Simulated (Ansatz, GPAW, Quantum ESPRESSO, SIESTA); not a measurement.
**BaNaCuClO2 (P4mm, 6 atoms in the cell) computed with different codes at matched settings**

Self-consistent single point, at a second geometry (lattice scaled by 0.98). First geometry:

```
CELL_PARAMETERS angstrom
      3.96882     0.00000     0.00000
      0.00000     3.96882     0.00000
      0.00000     0.00000     7.09879
ATOMIC_POSITIONS crystal
  Na 0.00000 0.00000 0.02927
  Ba 0.00000 0.00000 0.47997
  Cu 0.50000 0.50000 0.21486
  Cl 0.50000 0.50000 0.74238
  O  0.00000 0.50000 0.23480
  O  0.50000 0.00000 0.23480
```

Shared settings, as Ansatz (a first-principles code) writes them: kpoints.mp_grid.grid = 8 8 5; scf.occupations.method = fermi_dirac; scf.occupations.width = 0.1 eV. Potentials and cutoffs stand in the table.

| code | model | ΔF from the first geometry (meV/atom) | pressure (GPa) | largest force (eV/Å) | cutoff |
|---|---|---|---|---|---|
| Quantum ESPRESSO | PBEsol, PseudoDojo standard norm-conserving (PBESOL) pseudopotentials | -14.3 | -0.05 | 0.060 | 95 Ry |
| SIESTA | GGA PBEsol, numerical atomic orbitals DZP, PseudoDojo PBEsol standard norm-conserving potentials (rewritten from UPF to PSML) | -15.5 | 0.00 | 0.480 | grid 350 Ry |
| Ansatz | PBEsol, PAW files made with PBE | -13.3 | -0.07 | 0.055 | default |
| GPAW | PBEsol, GPAW PAW datasets PBEsol (made by gpaw-setup) | -5.2 | – | 0.172 | 950 eV |

Size of the force on each atom (eV/Å): Sizes of forces hide their directions.

```json
[
 {"code": "Quantum ESPRESSO", "Na1": "0.021", "Ba2": "0.060", "Cu3": "0.045", "Cl4": "0.023", "O5": "0.029", "O6": "0.029"},
 {"code": "SIESTA", "Na1": "0.480", "Ba2": "0.322", "Cu3": "0.033", "Cl4": "0.086", "O5": "0.060", "O6": "0.060"},
 {"code": "Ansatz", "Na1": "0.008", "Ba2": "0.055", "Cu3": "0.049", "Cl4": "0.021", "O5": "0.018", "O6": "0.018"},
 {"code": "GPAW", "Na1": "0.038", "Ba2": "0.172", "Cu3": "0.024", "Cl4": "0.005", "O5": "0.052", "O6": "0.052"}
]
```

A dash marks a value that a program does not give, or that is left out as unsure.

On Ansatz's run: spin polarisation is off; with an odd number of electrons in the cell that forces a metal, and a magnetic state may lie lower.

The spread over the programs that give each value: ΔF from the first geometry within 10.3 meV/atom; pressure within 0.07 GPa; largest force within 0.425 eV/Å.

SIESTA uses small atom-centred bases, whose incompleteness enters pressures, forces and empty levels differently from a plane-wave cutoff. Ansatz's pressure is given at a fixed set of plane waves, as the other plane-wave codes print theirs; with its correction for the finite basis it is 0.11 GPa. The pressure of GPAW is left out: its cutoff lies under the one at which its stress was checked. In the force vectors, SIESTA (by 0.501) and GPAW (by 0.228) lie more than 0.08 eV/Å from the median of the plane-wave programs.

The starting cell comes from a database of computed structures (which also holds hypothetical and non-ambient phases and stackings), without a prior relaxation at this level. For this run, on top of that: lattice scaled by 0.98.

Left out of this page: CP2K (unsound by tests on forces, stress, charge or solver warnings).

Keys are those of Ansatz 0.2.
